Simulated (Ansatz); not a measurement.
**TiO2: response to strain**

The reference is TiO₂ in the rutile structure (space group P4_2/mnm, No. 136; a = 4.6434 Å, c = 2.9638 Å). Axes: x, y, z lie along a, b, c of the conventional cell.

Strains are applied to the cell and any free atomic positions relax.

Calculations: PBE in Ansatz (plane waves to 420 eV, PAW, no spin-orbit coupling).

Notes on the quantities. pressure: mean of the normal stresses, compression positive.

| variant | electron mass | pressure | volume per atom | band gap |
|---|---|---|---|---|
| base | 0.58 mₑ along c, 1.2 mₑ across (at Γ) | 0.00 GPa | 10.65 Å³ | 1.86 eV |
| uniaxial strain ε_zz = +0.60 % | 0.59 mₑ along z, 1.2 mₑ across (at Γ) | -1.51 GPa | 10.71 Å³ | 1.84 eV |
| uniaxial strain ε_zz = +1.20 % | 0.60 mₑ along z, 1.2 mₑ across (at Γ) | -2.98 GPa | 10.78 Å³ | 1.82 eV |
| uniaxial strain ε_zz = +1.80 % | 0.61 mₑ along z, 1.2 mₑ across (at Γ) | -4.40 GPa | 10.84 Å³ | 1.81 eV |
| uniaxial strain ε_zz = +2.40 % | 0.62 mₑ along z, 1.2 mₑ across (at Γ) | -5.78 GPa | 10.91 Å³ | 1.79 eV |
| uniaxial strain ε_zz = +3.00 % | 0.63 mₑ along z, 1.2 mₑ across (at Γ) | -7.11 GPa | 10.97 Å³ | 1.77 eV |

Masses are band curvatures over ±0.01 Å⁻¹ around the edge. Stability against distortions was not tested. All final runs are without spin polarisation.

Ansatz is an electronic-structure program.
